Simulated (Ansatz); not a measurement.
Consider PtSe2 in the CdI2 type structure (space group P-3m1, No. 164; a = 3.7307 Å, c = 5.2561 Å; layered, stacked along the Cartesian z axis).

Level of theory: r2SCAN+rVV10/PAW in Ansatz (a program for electronic structure), no SOC.

Free-standing slabs (3 atom(s) a layer) normal to the stacking axis with 15 Å of vacuum; in-plane cell relaxed.

One change was made to it. Results:

| quantity | base | after |
|---|---|---|
| shortest interatomic distance | 2.515 Å | 2.504 Å |
| in-plane lattice parameter a | 3.731 Å | 3.702 Å |
| excess energy per area of both faces (slab less bulk energy over the cell's area: twice a surface energy) (uncertain by up to 0.08 J/m²) | – | 0.4 J/m² |
| band gap | zero | 0.66 eV |

### Question
Which change produced these results?
A. 3 layers
B. 1 layer
C. 2 layers

### Answer
C, 2 layers. For comparison, the band gap in the other runs: 3 layers gives 0.45 eV; 1 layer gives 1.57 eV.

Slab and bulk use different k-meshes, which limits the precision of the excess energy. With Pt present, leaving out spin-orbit coupling can change the band edges. No phonon test of stability was made. The final runs are not spin-polarised. The zero or small gap of PtSe2 can change with the level of theory.
